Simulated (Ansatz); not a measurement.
Start from MgS in the rock salt structure (space group Fm-3m, No. 225; a = 5.1820 Å). Axes: x, y, z lie along the cube axes.

Modification: biaxial strain −2.50 %, plane normal [001], relaxed out of plane (Cartesian); in-plane vectors clamped, the third vector and the atoms free.

The values are results of PBEsol (Ansatz, a program for electronic structure), no spin-orbit coupling, not measurements.

### Question
Give the band edges at the high-symmetry points of the new zone, measured from its valence-band maximum.

### Answer
| point | valence edge (eV) | conduction edge (eV) |
|---|---|---|
| Γ | 0.00 | 3.88 |
| X | -1.80 | 2.64 |
| P | -2.45 | 5.05 |
| N | -0.69 | 4.33 |
| M | -1.79 | 2.87 |
| S | -1.41 | 4.05 |
| S₀ | -1.41 | 4.05 |
| R | -2.73 | 5.28 |
| G | -2.73 | 5.28 |

The gap is 2.64 eV, indirect, Γ → X.

Stability against distortions was not tested. k-point labels follow each cell's own Brillouin zone.
